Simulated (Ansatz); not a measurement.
## How far PBE-D3(BJ) and r2SCAN+rVV10 part for hypothetical P6_3/mmc SiS2, isotropic strain −2.63 %

Consider SiS2 in the 2H-MoS2 type structure (space group P6_3/mmc, No. 194; a = 3.2097 Å, c = 11.7677 Å; a hypothetical phase, not in the database extracts checked; layered, stacked along the Cartesian z axis).

(Cell as relaxed with PBE-D3(BJ).)

Levels (all Ansatz, a program for electronic structure, PAW, earlier PAW set): PBE-D3(BJ) (420 eV, scalar-relativistic without spin-orbit coupling); r2SCAN+rVV10 (500 eV, no SOC).

Each level relaxes its own structure.

| base | PBE-D3(BJ) | r2SCAN+rVV10 |
|---|---|---|
| volume per atom | 17.50 Å³ | 18.24 Å³ |
| lattice parameter a | 3.210 Å | 3.224 Å |
| band gap | zero | zero |

Now apply this change: the cell is scaled by 0.9737 in all directions, atoms relaxed at fixed cell.

```csv
quantity,PBE-D3(BJ),r2SCAN+rVV10
"pressure (mean of the normal stresses, compression positive)",6.1 GPa,___
energy relative to the base (free energy F),+24 meV/atom,___
largest internal atomic displacement,0.039 Å,___
```

Problem. Given the PBE-D3(BJ) results, estimate those of r2SCAN+rVV10.

Solution. 
- pressure (mean of the normal stresses, compression positive), r2SCAN+rVV10: 6.4 GPa
- energy relative to the base (free energy F), r2SCAN+rVV10: +27 meV/atom
- largest internal atomic displacement, r2SCAN+rVV10: 0.036 Å

PBE-D3(BJ)'s pressure lies 0.38 GPa below r2SCAN+rVV10's; PBE-D3(BJ)'s energy relative to the base lies 2.4 meV/atom below r2SCAN+rVV10's. Neither level is exact; r2SCAN+rVV10 is the comparison here, not a measurement.

No phonon test of stability was made. All final runs are without spin polarisation. Gaps under 0.05 eV, about the width of the smearing, are given as zero. A zero or small gap of SiS2 can be the functional's error rather than a property of the material.
